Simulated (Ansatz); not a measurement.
The reference is TiO2 in the anatase structure (space group I4_1/amd, No. 141; a = 3.7698 Å, c = 9.5518 Å).

Now apply this change: a hydrostatic pressure of 4.2 GPa.

Levels (all Ansatz, a program for electronic structure, PAW): PBEsol (420 eV, no SOC); r2SCAN (500 eV, no spin-orbit coupling); HSE06 (420 eV, no spin-orbit coupling).

At the geometry relaxed with PBEsol, these levels gave the following band gaps, in shuffled order: (a) 2.07 eV, (b) 2.51 eV, (c) 3.62 eV.

### Question
Match each gap to its level.

### Answer
(a) PBEsol; (b) r2SCAN; (c) HSE06.

Single points use the geometry relaxed with PBEsol. The hybrid gap comes from the SCF mesh plus the semilocal run's edge points and a few special points and is an upper bound. Load acts through the strain it causes; cell and atoms are relaxed under it. Whether these cells are dynamically stable was not tested. All final runs are without spin polarisation.
